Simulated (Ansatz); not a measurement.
Response to strain in hypothetical Fddd MoSi2

Start from MoSi₂ (space group Fddd, No. 70; a hypothetical phase, not in the database extracts checked).

```
MoSi2
1.0
    0.00000     3.97925     4.36331
    2.28560     0.00000     4.36331
    2.28560     3.97925     0.00000
Si Mo
4 2
Direct
  0.66410   0.33590   0.66410
  0.33590   0.66410   0.33590
  0.58590   0.91410   0.58590
  0.91410   0.58590   0.91410
  0.00000   0.00000   0.00000
  0.25000   0.25000   0.25000
```

Cartesian axes are those of the cell as printed.

Strains are applied to the cell and any free atomic positions relax; under biaxial strain the out-of-plane vector relaxes too.

Levels (all Ansatz, a first-principles code, PAW): PBEsol (420 eV, without spin-orbit coupling); r2SCAN (500 eV, no spin-orbit coupling).

Pressures by level, all at the geometries relaxed with PBEsol:

```csv
case,PBEsol,r2SCAN
base,0.0 GPa,1.2 GPa
"biaxial strain −0.54 %, plane normal [001], relaxed out of plane",1.1 GPa,2.3 GPa
"biaxial strain +0.65 %, plane normal [001], relaxed out of plane",-1.3 GPa,-0.1 GPa
isotropic strain +1.02 %,-6.3 GPa,-5.2 GPa
uniaxial strain ε_xx = +4.72 %,-9.0 GPa,-8.2 GPa
```

Single points use the geometry relaxed with PBEsol. Their cutoffs differ, which shifts pressures a little. Without a gap, meshes like the base's 13×13×13 leave anisotropic stresses uncertain by several tenths of a GPa, and small strain energies with them. Whether these cells are dynamically stable was not tested. All final runs are without spin polarisation.
